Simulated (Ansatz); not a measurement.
The reference is Os in the hcp (Mg type) structure (space group P6_3/mmc, No. 194; a = 2.7380 Å, c = 4.3184 Å; relaxed with 0.1 eV smearing).

Computed with DFT with r2SCAN, PAW potentials and a 500 eV plane-wave cutoff in Ansatz (a program for electronic structure), no spin-orbit coupling.

Base values:

```
Item        Value
--------  -------
Pressure  0.0 GPa
Band gap     zero
```

Modification: every lattice vector is shortened by 1.52 %; the atoms relax in the strained cell.

Problem. How does this affect the energy relative to the base?

Solution. The energy increases by 41 meV/atom.

Problem. Predict the new pressure.

Solution. The pressure (mean of the normal stresses, compression positive) goes from zero to 21.9 GPa.

Problem. Estimate the effect on the band gap.

Solution. The band gap remains zero.

Stability against distortions was not tested. All final runs are without spin polarisation.
